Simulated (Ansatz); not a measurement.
An Ansatz (a program for electronic structure) run: Ta; PBE (Ansatz; PAW; 420 eV plane waves; spin-orbit coupling left out).

Input:

Ansatz 0.2 input:
```yaml
crystal:
  lattice:
    - [-1.6597858922, 1.6597858922, 1.6597858922]
    - [1.6597858922, -1.6597858922, 1.6597858922]
    - [1.6597858922, 1.6597858922, -1.6597858922]
  atoms:
    - { symbol: Ta, position: [0, 0, 0] }
basis: { ecutwfc: 420, ecutrho_ratio: 4, xc_grid: 2, fft_grid_basis: typed }
kpoints: { mp_grid: { grid: [20, 20, 20] } }
hamiltonian:
  xc: pbe
  dispersion: none
  pseudopotentials: { kind: paw }
scf: { occupations: { method: fermi_dirac, width: 0.05 }, convergence: { dr2_threshold: 0.0000000001 } }
output: { forces: true, stress: true }
```

Output:

```
Pseudopotentials: kind: paw
Pseudopotential: Ta, paw, valence charge 13
Functional definition: PBE
Crystal: 1 atoms, lattice volume = 18.290 Å³
Basis set: ecut = 420 eV, 369 PW (Γ), exchange–correlation on 40×40×40 points (8 copies of the dense FFT grid, shifted against one another)
Bands: 11, of which v1, the nominal top of the filled ones, is band 7 counted from 1 (6 counted from 0)
Symmetry: 48 space group operations
Space group: Im-3m (ITA 229), of the structure as read, at distance tolerance 2.6e-5 Å
k-points: 256 of 8000
Initial density: superposition of atomic densities (neutral atoms: chi_scale 0, normalization atom), corrected by the library's trained network
Initial wavefunctions: pseudopotential atomic-orbital guess
Eigensolver: davidson
Functional: x = pbe(κ = 0.804, μ = 0.2195149727645171), c = pbe(β = 0.06672455060314922)
SCF iter   1: F=—  HF=-9932.256623 eV  |F-HF|=—  |Δ(HF+E_count)|=         —  Δρ=2.11e-3  dr2=2.34e-4  ethr=1.77e-3  ⟨swp⟩=5.8  Hψ=16186  notcnv=0
all-band conjugate gradients solve this SCF's bands
preconditioner: auto → none
SCF iter   2: F=—  HF=-9932.256582 eV  |F-HF|=—  |Δ(HF+E_count)|=   4.10e-5  Δρ=1.04e-3  dr2=6.28e-5  ethr=1.80e-6  ⟨swp⟩=2.3  Hψ=6263  notcnv=0
SCF iter   3: F=—  HF=-9932.256657 eV  |F-HF|=—  |Δ(HF+E_count)|=   7.53e-5  Δρ=1.78e-4  dr2=1.75e-6  ethr=4.83e-7  ⟨swp⟩=2.1  Hψ=4289  notcnv=0
SCF iter   4: F=—  HF=-9932.256655 eV  |F-HF|=—  |Δ(HF+E_count)|=   2.05e-6  Δρ=6.45e-5  dr2=2.18e-7  ethr=1.35e-8  ⟨swp⟩=2.0  Hψ=4256  notcnv=0
SCF iter   5: F=—  HF=-9932.256655 eV  |F-HF|=—  |Δ(HF+E_count)|=   7.49e-8  Δρ=2.34e-5  dr2=2.82e-8  ethr=1.68e-9  ⟨swp⟩=1.0  Hψ=2811  notcnv=0
SCF iter   6: F=-9932.256655 eV  HF=-9932.256655 eV  |F-HF|=1.09e-11  |Δ(HF+E_count)|=   1.10e-8  Δρ=4.67e-7  dr2=2.36e-11  ethr=1.00e-12  ⟨swp⟩=4.0  Hψ=11696  notcnv=0
SCF 1 converged in 6 iterations: F = -9932.256655 eV  dr2 = 2.36e-11
SCF converged after 6 iterations
Free energy (F): -9932.256655 eV
Harris-Foulkes:  -9932.256655 eV  (|F-HF|=1.09e-11)
Internal energy: -9932.245872 eV  (E = F + TS)
E sigma→0 (E₀):  -9932.251264 eV
Entropy (-TS):   -0.010783 eV (-10.783 meV/atom)
Fermi energy:    18.306379 eV
--- Per-component energies (eV) ---
  E_band       = -107.685923
  E_kinetic    = 365.595367
  E_local      = -556.196354  (includes V_loc(G=0)·N_el)
  E_nonlocal   = 14.719535
  E_hartree    = 192.507698
  E_xc         = -218.340035
  E_vxc        = -203.889079  (∫ρ·V_xc dr)
  E_paw        = -8396.592019  (= ΣΔE_a)
  E_vpaw       = -112.930787  (= ΣTr[D̂ρ^β])
  E_aug_tail   = 0.000133  (compensation charges beyond the density's cutoff)
  E_ewald      = -1333.940197
  E_smearing   = -0.010783  (= −TS)
  E_closure    = 0.000000  (closes the sum)
  Σ components = -9932.256655   (vs F -9932.256655, Δ=0.00e0)
  [band-id]    e_kinetic+e_local+e_nonlocal+2·e_hartree+e_vxc+e_vpaw+e_augmentation_tail = -107.685789   (vs E_band -107.685923, Δ=1.33e-4)
--- Forces (eV/Å), atoms counted from 1 ---
  atom   1  Ta    -0.00000000    -0.00000000    -0.00000000
  max |Σ_I F_I| component: 5.34e-32 eV/Å
--- Stress (GPa, compression-positive) ---
        0.003066       0.000000       0.000000
       -0.000000       0.003066       0.000000
       -0.000000       0.000000       0.003066
  P = ⅓ Tr σ = 0.0031 GPa (0.031 kbar)
  The stress holds the Pulay correction. Without it, at fixed plane waves, as pw.x and ABINIT print it: P = -0.0521 GPa
  The stress includes an estimate of the error left by incomplete SCF convergence (largest component -0.0005 GPa).
--- Band table ---
  band table: none
```

Stability against distortions was not tested. All final runs are without spin polarisation. The cell is Ta in the bcc (W type) structure (space group Im-3m, No. 229).
